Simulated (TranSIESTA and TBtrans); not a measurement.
Run with TranSIESTA and TBtrans (open boundaries, self-consistent; PseudoDojo norm-conserving potentials, scalar-relativistic): PAO.BasisSize DZP, PAO.EnergyShift 0.15 eV, XC.Authors PBE, Mesh.Cutoff 200 Ry, ElectronicTemperature 300 K, TS.Voltage 0.0 eV, TBT.Elecs.Eta 0.001 eV, no spin polarisation.

Junction: Ge chain with one bond stretched by 1.0 Å. Leads: straight Ge chain, spacing 2.4 Å. Geometry: as built, not relaxed.

Q: Predict: conductance at 300 K (G0 = 2e²/h); mean T from −0.5 to 0.5 eV.

A: conductance at 300 K (G0 = 2e²/h): 1.27; mean T from −0.5 to 0.5 eV: 1.15. The straight chain is held at its spacing; free chains may zigzag or dimerise. No spin-polarised start was tried, so a magnetic state, if there is one, is missed.
